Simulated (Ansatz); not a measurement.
Several settings converged on Nb (Im-3m, 1 atom in the cell)

```
CELL_PARAMETERS angstrom
     -1.65825     1.65825     1.65825
      1.65825    -1.65825     1.65825
      1.65825     1.65825    -1.65825
ATOMIC_POSITIONS crystal
  Nb 0.00000 0.00000 0.00000
```

Base method: PBE (plane waves, PAW; Ansatz, a first-principles code).

Base settings: basis.ecutwfc = 30.9 Ry; kpoints.mp_grid.grid = 14 14 14; hamiltonian.xc = pbe; hamiltonian.pseudopotentials = {kind: paw} (the program's default PAW files); scf.occupations.method = fermi_dirac; scf.occupations.width = 0.0073 Ry.

The count of work is k-points × plane waves × bands × iterations; it is no time. 

**The width of Fermi-Dirac smearing**

In this ladder: kpoints.mp_grid.grid = 23 23 23.

Narrow widths need finer meshes than wide ones, so the last steps can hold mesh noise.

Only quantities that move along the ladder and can be compared are tabulated; pressure and forces are left out, as mesh noise rules them at narrow widths.

| scf.occupations.width | free energy less the last step's (meV/atom) | energy extrapolated to zero width less the last step's (meV/atom) |
|---|---|---|
| 0.0735 Ry | -1800.45 | -65.35 |
| 0.0367 Ry | -479.07 | -40.28 |
| 0.022 Ry | -186.13 | -19.10 |
| 0.0147 Ry | -86.12 | -7.00 |
| 0.0073 Ry | -17.93 | -0.25 |
| 0.0037 Ry | 0.00 | 0.00 |

Widest scf.occupations.width that holds the free energy within 5 meV/atom: not settled: the last two steps still differ by 18 meV/atom, over half the tolerance, so the ladder does not show it.

Widest scf.occupations.width that holds the energy extrapolated to zero width within 0.5 meV/atom of the last step, with all finer ones: 0.0073 Ry; the step before is off by 7.0 meV/atom.

The extrapolation to zero width removes most of the smearing's effect on the energy.

**The width of Methfessel-Paxton smearing**

In this ladder: kpoints.mp_grid.grid = 23 23 23; scf.occupations.method = methfessel_paxton.

Narrow widths need finer meshes than wide ones, so the last steps can hold mesh noise.

Only quantities that move along the ladder and can be compared are tabulated; pressure and forces are left out, as mesh noise rules them at narrow widths.

| scf.occupations.width | free energy less the last step's (meV/atom) |
|---|---|
| 0.0735 Ry | -25.88 |
| 0.0367 Ry | -4.60 |
| 0.022 Ry | 0.28 |
| 0.0147 Ry | 0.35 |
| 0.0073 Ry | 0.09 |
| 0.0037 Ry | 0.00 |

Widest scf.occupations.width that holds the free energy within 5 meV/atom of the last step, with all finer ones: 0.0367 Ry; the step before is off by 26 meV/atom.

**The mesh under tetrahedron occupations**

In this ladder: scf.occupations.method = tetrahedron; scf.occupations.width = default.

Only quantities that move along the ladder and can be compared are tabulated.

| kpoints.mp_grid.grid | free energy less the last step's (meV/atom) | pressure (GPa) | count of work / last |
|---|---|---|---|
| 6 6 6 | -71.63 | -3.22 | 0.014 |
| 7 7 7 | -52.48 | -1.71 | 0.018 |
| 9 9 9 | -8.71 | -1.24 | 0.039 |
| 11 11 11 | -5.77 | -0.95 | 0.062 |
| 14 14 14 | -0.19 | -0.99 | 0.12 |
| 17 17 17 | -0.50 | -1.04 | 0.18 |
| 21 21 21 | 0.20 | -1.00 | 0.32 |
| 26 26 26 | -0.17 | -1.02 | 0.57 |
| 32 32 32 | 0.00 | -1.02 | 1.0 |

Coarsest kpoints.mp_grid.grid that holds the pressure within 0.5 GPa of the last step, with all finer ones: 9 9 9, at 0.039 of the last step's count of work; the step before is off by 0.69 GPa.

Coarsest kpoints.mp_grid.grid that holds the free energy within 2 meV/atom of the last step, with all finer ones: 14 14 14, at 0.12 of the last step's count of work; the step before is off by 5.8 meV/atom.

On the base run: the starting cell has typed, rounded lattice constants, without a prior relaxation at this level. Its lattice was rescaled by up to half a per cent. Spin polarisation is off. Ansatz's pressure includes its estimate of the finite-basis (Pulay) stress.

Left out of this page: 4 runs of the series outside the window shown, repeating another row's setting, or not comparable.

Keys are those of Ansatz 0.2.
